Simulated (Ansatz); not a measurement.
The starting structures come from a database of crystals and need not be the phases stable at ambient conditions.

 Where the default PAW files enter, the runs use the earlier of Ansatz's two default sets.

Crystal: PbIF (P4/nmm, not sure to be the ambient phase, 6 atoms a cell, 26.5 Å³ an atom); planes in its conventional cell.

The numbers are results of r2SCAN (plane waves, PAW; Ansatz, an electronic-structure program), not measurements.

The gap is the functional's own. No spin-orbit coupling. Mid-gap values are interpolated on the energy grid.

| plane | area of the cell (Å²) | mid-gap κ (1/Å) | largest κ in the gap (1/Å) |
|---|---|---|---|
| (001) | 17.7 | 0.33 | 0.33 |
| (100) | 37.7 | ___ | ___ |

Question: The slowest decay depends on the direction. Supply the withheld values.

Answer: 
- (100), mid-gap κ (1/Å): 0.24
- (100), largest κ in the gap (1/Å): 0.24
